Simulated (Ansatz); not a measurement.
**TaGe (model structure, started from the NbAs type, I4₁md, No. 109, 4 atoms in the cell)**

The numbers are results of PBEsol (Ansatz, a program for electronic structure, PAW), not measurements.

Settings: plane-wave cutoff 500 eV, 16×16×16 k mesh, Fermi–Dirac smearing 0.05 eV, scalar-relativistic PAW data made under PBE.

Cell (relaxed at this level):

```yaml
crystal:
  lattice:
    - [-1.72041, 1.72041, 5.91093]
    - [1.72041, -1.72041, 5.91093]
    - [1.72041, 1.72041, -5.91093]
  atoms:
    - { symbol: Ta, position: [0.75060, 0.75060, 0.00000] }
    - { symbol: Ta, position: [0.50060, 0.00060, 0.50000] }
    - { symbol: Ge, position: [0.16540, 0.16540, 0.00000] }
    - { symbol: Ge, position: [0.91540, 0.41540, 0.50000] }
```

| Quantity | Value |
|---|---|
| band gap | none |

Note: the relaxation could raise the start's symmetry but not lower it, so the cell can be a saddle point.

Spin–orbit coupling is not included.

Computed values are for the static lattice.

Computing time: very roughly 9 core-minutes.

A model structure was made by putting elements into a prototype or built by hand; it is no filed structure, need not be a known phase, and can be a saddle point held by its symmetry.
